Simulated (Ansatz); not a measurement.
## Effect of uniaxial strain ε_zz = −2.50 % on Ge

Base system: Ge in the diamond structure (space group Fd-3m, No. 227; a = 5.622 Å). Axes: x, y, z lie along the cube axes.

One thing is altered: the cell is compressed by 2.50 % along z with no lateral relaxation, atoms relaxed at fixed cell.

Level of theory: plane-wave PAW DFT at the LDA level (Ansatz, a program for electronic structure, 420 eV), scalar-relativistic without spin-orbit coupling. k-mesh 14×14×14 (Γ-centred); smearing 0.05 eV (Fermi–Dirac).

- Volume per atom = 21.66 Å³ (base 22.21 Å³)
- Shortest interatomic distance = 2.414 Å (base 2.434 Å)
- Energy relative to the base (free energy F) = +5.4 meV/atom
- Pressure (mean of the normal stresses, compression positive) = 1.9 GPa (base 0.0 GPa)
- Band gap = zero (base zero)
- Stress (xx, yy, zz, yz, xz, xy; compression positive) = (1.3, 1.3, 3.1, 0.0, 0.0, 0.0) GPa (rough)

Without a gap, meshes like the base's 14×14×14 leave anisotropic stresses uncertain by several tenths of a GPa, and small strain energies with them. Stability against distortions was not tested. Gaps under 0.05 eV, about the width of the smearing, are given as zero. A zero or small gap of Ge can be the functional's error rather than a property of the material.
